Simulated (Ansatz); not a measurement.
Cubic perovskite BaLiF3, treated with HSE06 (Ansatz, an electronic-structure program, plane waves, PAW).

Run with plane-wave cutoff 460 eV, 6×6×6 k mesh, Fermi–Dirac smearing 0.01 eV, scalar-relativistic PAW data made under PBE.

Cell (relaxed at this level):

```yaml
crystal:
  lattice:
    - [3.99696, 0.00000, 0.00000]
    - [0.00000, 3.99696, 0.00000]
    - [0.00000, 0.00000, 3.99696]
  atoms:
    - { symbol: Ba, position: [0.00000, 0.00000, 0.00000] }
    - { symbol: Li, position: [0.50000, 0.50000, 0.50000] }
    - { symbol: F, position: [0.50000, 0.00000, 0.50000] }
    - { symbol: F, position: [0.00000, 0.50000, 0.50000] }
    - { symbol: F, position: [0.50000, 0.50000, 0.00000] }
```

Predict the bulk modulus, band gap and pressure derivative B′ of the bulk modulus.


* **bulk modulus**: 73.7 GPa
* **band gap**: 8.73 eV (on the SCF k mesh)
* **pressure derivative B′ of the bulk modulus**: 4.7

Note: the relaxation could not lower the start's symmetry, so the cell can be a saddle point above a distorted one.

Spin–orbit coupling is not included.

Computed values are for the static lattice.
